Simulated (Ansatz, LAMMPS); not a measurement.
Si well of 16 atomic layers along [001] in random Si0.7Ge0.3, 5 % Ge through the well. Cell 16.67 × 16.67 × 55.10 Å, Si571Ge149, 720 atoms. Prepared with Tersoff's 1989 multicomponent potential (SiCGe.tersoff) (LAMMPS): minimisation. 

Basis: localised support functions (accuracy medium) on a full density matrix. k-points: zone centre alone; occupations: Fermi-Dirac, 0.010 eV; spin polarisation not allowed. No spin-orbit coupling.

### Question
What gap and bonding does Ansatz (a program for electronic structure) with PBE, support functions at accuracy medium on the grid of 370 eV give?

### Answer

Kohn-Sham gap of the cell on its k-mesh: 0.40 eV
weight of the highest filled level on the well: 0.33
weight of the lowest empty level on the well: 0.95
coordination (neighbours within 2.857 Å): 100.0 % 4-fold
Ge-Ge bonds, mean ± spread: 2.471 ± 0.007 Å
Ge-Si bonds, mean ± spread: 2.424 ± 0.007 Å
Si-Si bonds, mean ± spread: 2.382 ± 0.007 Å
bond angles, mean ± spread: 109.5° ± 1.1°
pressure: -0.85 GPa
